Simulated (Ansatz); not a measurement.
Relaxation of the outer planes of the (11-20) surface of bulk 2H WS2 in its 1x1 cell (cut with top plane 4 S + 2 W, bottom plane 4 S + 2 W), outermost plane spacing 1.58 Å in the ideal cut.

Level of theory: PBE with D3(BJ) dispersion (plane waves to 420 eV, PAW; Ansatz, an electronic-structure program).

Model: 48-atom slab, S32W16, 11.0 Å thick at the start, 5x2x1 mesh, Fermi-Dirac 0.025 eV, dipole correction, all atoms relaxed; symmetry of the start imposed; no spin, no spin-orbit, no U.

```
plane      atoms  bulk spacing to the next (Å)  relaxed spacing (Å)  change (%)        rumpling (Å)
-----  ---------  ----------------------------  -------------------  ----------  ------------------
1      2 W + 4 S                         1.577                1.595         1.1  0.28 (S outermost)
2      4 S + 2 W                         1.577                1.589         0.8  0.09 (W outermost)
```
